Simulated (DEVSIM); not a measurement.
System: Schottky contact on n-type Ge, at 300 K.

Layer 1 from the left is Ge, thickness (μm) 4.00, Nd (cm⁻³) 9.2e15, τn (s) 0.00076, τp (s) 0.00076.

Left contact: Schottky, work function 4.33 eV, emission velocity 5.5e6 cm/s. Right contact: ohmic. Voltage is applied to the left contact. Recombination: SRH at mid-gap, radiative. Mobility is μmin + (μ − μmin)/(1 + (N/Nref)^α).

The device is made up for the run: typed textbook-type constants, with dimensions and the other settings drawn at random. Values at 300 K.

Ge: gap (eV) 0.664, affinity (eV) 4, permittivity 16, Nc (cm⁻³) 1.04e19, Nv (cm⁻³) 6e18, μn (cm²/Vs) 3900, μp (cm²/Vs) 1900, μn,min 150, μp,min 100, Nref,n 2.6e17, Nref,p 4e17, αn 0.56, αp 0.6, B (cm³/s) 6.4e-14.

Q: Estimate by hand the built-in potential, the peak field at zero bias, the capacitance at -1 V, and compare with a numerical solution.

A: 
- Built-in potential: barrier φB = 0.330 eV; Vbi = φB − kT/q ln(N_band/N) = 0.148 V; numerical 0.148 V.
- Peak field at zero bias: depletion approximation: W = √(2εVbi/(qN)) = 0.169 μm with N = 9.20e15 cm⁻³; field = 2Vbi/W = 17600 V/cm; numerical 15900 V/cm (estimate above by 10 %).
- Capacitance at -1 V: C = √(qεN / 2(Vbi + |V|)) = 30.2 nF/cm²; numerical 30.5 nF/cm² (estimate below by 1.2 %).

Model (solved in DEVSIM): 1D drift-diffusion, Boltzmann statistics, complete ionisation; no tunnelling, impact ionisation, image-force lowering or self-heating. Metal contacts follow the ideal Schottky-Mott rule: no Fermi-level pinning, no interface dipoles.
